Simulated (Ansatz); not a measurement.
We consider VN (P-6m2, No. 187, 2 atoms in the cell; start mp-1018027), described by PBEsol in Ansatz (plane waves, PAW).

Run with plane-wave cutoff 520 eV, 24×24×20 k mesh (along the axes of the cell as run), Fermi–Dirac smearing 0.05 eV, no spin polarisation, scalar-relativistic PAW data made under PBE.

Cell (relaxed at this level):

Space group P-6m2 (No. 187); a = b = 2.7105 Å, c = 2.6212 Å, α = β = 90.00°, γ = 120.00°

| atom | site | symmetry | x | y | z |
|---|---|---|---|---|---|
| V | 1e | -6m2 | 0.6667 | 0.3333 | 0.0000 |
| N | 1d | -6m2 | 0.3333 | 0.6667 | 0.5000 |

Q: Predict the bulk modulus.

A: 
bulk modulus: 361 GPa

Note: the run has no spin polarisation, so it can have missed a magnetic state; the bulk modulus is −V dP/dV from two relaxed cells at ±2 % in volume; the relaxation could not lower the start's symmetry, so the cell can be a saddle point above a distorted one.

A start named mp-… is a Materials Project structure, which need not be a measured phase.

Ansatz is a quantum-chemistry and plane-wave program.
